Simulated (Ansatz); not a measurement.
# Cu: response to strain

Consider Cu in the fcc (Cu type) structure (space group Fm-3m, No. 225; a = 3.5638 Å). Axes: x, y, z lie along the cube axes.

Strains are applied to the cell and any free atomic positions relax; under biaxial strain the out-of-plane vector relaxes too.

Method: Ansatz (a first-principles code) PBEsol, without spin-orbit coupling.

Notes on the quantities. pressure: mean of the normal stresses, compression positive.

```tsv
case	pressure	space group	volume per atom
base	0.0 GPa	Fm-3m (No. 225)	11.32 Å³
biaxial strain −1.00 %, plane normal [001], relaxed out of plane	1.1 GPa	I4/mmm (No. 139)	11.24 Å³
biaxial strain −4.77 %, plane normal [111], relaxed out of plane	14.4 GPa	R-3m (No. 166)	10.60 Å³
biaxial strain −3.29 %, plane normal [111], relaxed out of plane	9.0 GPa	R-3m (No. 166)	10.82 Å³
biaxial strain −0.98 %, plane normal [111], relaxed out of plane	2.4 GPa	R-3m (No. 166)	11.17 Å³
isotropic strain −0.74 %	4.0 GPa	Fm-3m (No. 225)	11.07 Å³
isotropic strain +3.89 %	-14.5 GPa	Fm-3m (No. 225)	12.69 Å³
uniaxial strain ε_xx = −1.50 %	2.7 GPa	I4/mmm (No. 139)	11.15 Å³
uniaxial strain ε_zz = −2.20 %	4.0 GPa	I4/mmm (No. 139)	11.07 Å³
uniaxial strain ε_zz = −0.54 %	(withheld)	I4/mmm (No. 139)	11.25 Å³
```

**Question.** Some entries are withheld; estimate them.

**Answer.** 
- uniaxial strain ε_zz = −0.54 %, pressure: 0.9 GPa

Without a gap, meshes like the base's 22×22×22 leave anisotropic stresses uncertain by several tenths of a GPa, and small strain energies with them. Whether these cells are dynamically stable was not tested. All final runs are without spin polarisation.
